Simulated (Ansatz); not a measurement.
**Refining one setting for TePb (Fm-3m, 2 atoms in the cell)**

```
TePb
1.0
    0.00000     3.22772     3.22772
    3.22772     0.00000     3.22772
    3.22772     3.22772     0.00000
Te Pb
1 1
Direct
  0.00000   0.00000   0.00000
  0.50000   0.50000   0.50000
```

Computed with HSE06, default PAW files made with PBE (plane waves; Ansatz, a program for electronic structure).

The starting cell comes from a database of computed structures (which also holds hypothetical and non-ambient phases and stackings), without a prior relaxation at this level. Its lattice was rescaled by a random factor within 2.5 % of one. Spin-orbit coupling is off. Ansatz's pressure includes its estimate of the finite-basis (Pulay) stress. A gap is left out here, as mesh or smearing make it unsure.

Held fixed: basis.ecutwfc = 30.9 Ry; hamiltonian.xc = hse06; hamiltonian.pseudopotentials = {kind: paw} (the program's default PAW files); scf.occupations.method = gaussian; scf.occupations.width = 0.0015 Ry.

ΔF is the free energy per atom less that of the last row (6 6 6).

```csv
kpoints.mp_grid.grid,ΔF (meV/atom),pressure (GPa),gap on the mesh (eV),k-points,iterations
2 2 2,807.2,8.74,1.215,3,13
3 3 3,-23.5,1.24,–,4,12
4 4 4,4.2,1.31,1.111,8,12
5 5 5,0.06,1.31,–,10,12
6 6 6,0.00,1.30,1.107,16,12
```

Pressure within 0.2 GPa of the last row: from kpoints.mp_grid.grid = 3 3 3 on; the one before it is off by 7.4 GPa. The value it settles on is 1.3 GPa at this level of theory and with the other settings as held.

Gaps are taken between levels on the mesh.

Keys are those of Ansatz 0.2.
